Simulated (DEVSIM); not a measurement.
illuminated Si p-on-n cell, one wavelength

System: illuminated Si p-on-n cell, one wavelength, at 350 K.

```csv
layer (left to right),material,thickness (μm),Nd (cm⁻³),Na (cm⁻³),τn (s),τp (s),absorption coefficient (cm⁻¹)
1,Si,0.230,-,3.5e18,0.00013,5.9e-5,250
2,Si,220,2.9e17,-,0.00093,0.00093,250
```

Left contact: ohmic, minority electron recombination velocity 2e6 cm/s. Right contact: ohmic, minority hole recombination velocity 5000 cm/s. Voltage is applied to the left contact. Recombination: SRH at mid-gap, radiative, Auger. Light enters at the left, 3.4e17 photons cm⁻² s⁻¹, one pass, no reflection. Mobility is constant in doping.

The device is made up for the run: typed textbook-type constants, with dimensions and the other settings drawn at random. Values at 300 K; Nc and Nv go as T^1.5, mobilities as T to minus their exponent, the gap by Varshni's rule with the affinity fixed.

| parameter | Si |
|---|---|
| gap (eV) | 1.124 |
| affinity (eV) | 4.05 |
| permittivity | 11.7 |
| Nc (cm⁻³) | 2.86e19 |
| Nv (cm⁻³) | 3.1e19 |
| μn (cm²/Vs) | 1417 |
| μp (cm²/Vs) | 470 |
| T exponent of μn | 2.3 |
| T exponent of μp | 2.2 |
| B (cm³/s) | 4.7e-15 |
| Cn (cm⁶/s) | 2.8e-31 |
| Cp (cm⁶/s) | 9.9e-32 |
| Varshni α (eV/K) | 0.000473 |
| Varshni β (K) | 636 |

Model (solved in DEVSIM): 1D drift-diffusion, Boltzmann statistics, complete ionisation; no tunnelling, impact ionisation, image-force lowering or self-heating.

```json
{
 "potential_step_across_the_device_at_zero_bias": "0.893 V",
 "largest_field_in_the_device_at_zero_bias": "270000 V/cm",
 "Dark forward voltage at 1 A/cm²": "0.576 V",
 "Dark forward voltage at 100 A/cm²": "0.761 V",
 "short_circuit_current": "43.1 mA/cm²",
 "open_circuit_voltage": "0.480 V",
 "fill_factor": "0.77",
 "largest_power": "16.0 mW/cm²",
 "share_of_generated_pairs_collected_at_short_circuit": "0.794"
}
```

Dark forward current:

(V (V), J (A/cm²)): (0.05, 2.2e-8); (0.10, 1.4e-7); (0.15, 7.6e-7); (0.20, 4.0e-6); (0.25, 2.1e-5); (0.30, 0.00011); (0.35, 0.00058); (0.40, 0.0030); (0.45, 0.016); (0.50, 0.083); (0.55, 0.43); (0.60, 2.2); (0.65, 10); (0.70, 36); (0.80, 160); (0.85, 250); (0.90, 350); (0.95, 460); (1.00, 580); (1.05, 710); (1.10, 850); (1.15, 1000); (1.20, 1200); (1.25, 1300); (1.30, 1500); (1.35, 1700); (1.40, 1900); (1.45, 2100)

Current under light (generator sign):

```
V (V)  J (mA/cm²)
-----  ----------
0.00         43.1
0.06         43.1
0.12         43.1
0.20         43.1
0.26         43.1
0.34         42.7
0.36         42.3
0.38         41.5
0.40         40.1
0.42         37.2
0.44         31.7
0.46         21.0
0.48        0.186
0.50        -40.1
```
